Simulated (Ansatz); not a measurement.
Consider SrMoO$_{3}$ in the cubic perovskite structure (space group Pm-3m, No. 221; a = 3.950 Å; a cell from a computed database, its experimental status unchecked). Axes: x, y, z lie along the cube axes.

Calculations: Kohn–Sham DFT with the PBEsol functional, run in Ansatz (a first-principles code) with PAW and 420 eV plane waves, spin-orbit coupling left out.

One thing is altered: an isotropic linear strain of +2.75 %, atoms relaxed at fixed cell.

Question: Predict the stress tensor and what it implies for the stiffness.

Answer: Stress of the strained cell less that of the base (GPa, compression positive):
```
  -13.6     0.0     0.0
    0.0   -13.6     0.0
    0.0     0.0   -13.6
```

Then B = −ΔP/(ΔV/V₀) with ΔV/V₀ = 0.0848 gives secant stiffness values (nonlinear terms included at this strain): B ≈ 161 GPa.

As a check, the harmonic strain energy −½ V₀ Δσ:ε is 43 meV/atom; the computed energy rise is 48 meV/atom.

Whether these cells are dynamically stable was not tested. No Hubbard U is applied, and correlation can decide whether such a compound is a metal. The final runs are not spin-polarised. Many cubic perovskites are stable only at high temperature; tilts and polar distortions were not tested.
